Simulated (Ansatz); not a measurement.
**WC: stress against strain**

WC (WC type, P-6m2, 10.526 Å³/atom at rest, c along z) under an equal strain ε in the (0001) plane with the normal axis free, as in a coherent film. PBE in Ansatz, a plane-wave DFT program (PAW, default set), 420 eV, 23×23×20 Γ-centred mesh, Fermi-Dirac smearing 0.10 eV; ions are relaxed within the symmetry of each cell. Stress is positive for a compressed cell.

Here s stands for strain and y for stress xx.

| strain (%) | stress xx (GPa) |
|---|---|
| -3.00 | ? |
| -1.50 | 13.85 |
| -1.00 | 9.03 |
| -0.50 | 4.42 |
| 0.00 | 0.00 |
| 0.50 | -4.23 |
| 1.00 | -8.27 |
| 1.50 | -12.13 |

Taking a straight line for y over the 7 complete rows: Means: s 0, y 0.381. About the means, the sum of products is -60.595 and the sum of squares of s is 7.0000; the slope is their ratio. Least squares gives y = 0.381 - 8.6564·s. Residuals (row less fit): 0.484, -0.007, -0.289, -0.381, -0.283, 0.005, 0.474; standard error 0.392 (degrees of freedom: 5). The slope gives the biaxial elastic modulus of this plane = 866 ± 15 GPa.

### Question
Predict the withheld y at s = -3.00 from the fit, and compare with the calculation.

### Answer
y = 0.381 - 8.6564 × (-3.0) = 26.350 GPa. The calculation gives 29.54 GPa, 3.190 GPa above the prediction (7.7 % of the range of y in the table). The row lies outside the fitted rows, so this is an extrapolation. From the scatter of the fitted rows alone, a prediction at this place has a standard error of 0.611 GPa, so the miss is 5.2 times that.

One order more, fitted to all 13 runs of the series, follows each within 0.06, so the miss is the next term of a smooth law. In a metal these values are sensitive to mesh and smearing; energies are taken to zero smearing, stresses follow the free energy. Rows are the converged runs of the series near zero and its far end; series whose fitted rows scatter by over a few per cent of the range, as at a crossing or softening among them, aren't shown in this form. Most that stay on the fit to the last digits aren't either.
